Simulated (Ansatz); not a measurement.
Defect migration in amorphous Al32O48 (a melt-quenched model of 80 atoms): interstitial H, charge state +1. These are PBE, PAW (plane waves to 420 eV; Ansatz, an electronic-structure program) values and carry that method's errors.

Settings: 80 host sites, the glass model's own volume, the Γ point alone, smearing 0.01 eV, spin-restricted, no image-charge correction. Energies are static. This is one neighbourhood of one small, fast-quenched model, and the added charge may sit on a native defect of the glass. The charge state is imposed; whether it is stable for some Fermi level was not computed. Sites that were not tried may lie lower. The start lies 0.95 eV above the lowest site run (PBE).

Barriers: single points on a 2×2×2 k-point mesh shifted by half a step at the bands' geometries.

The step: a concerted move, in which O travels most (a rearrangement that moves the defect's centre by under 1 Å); the atom moves 0.74 Å along (0.02, 0.04, 0.06) of the unit cell; the moving atom starts with neighbours Al at 1.85, Al at 1.93; H at 0.98 Å and ends with Al at 1.84, Al at 1.88; H at 0.98 Å.

Question: Predict the migration barrier of this step from PBE, PAW.

Answer: 0.17 eV forward and 0.14 eV backward. At the saddle the moving atom has neighbours Al at 1.88, Al at 2.05; H at 0.98 Å. The saddle point's order was not checked.
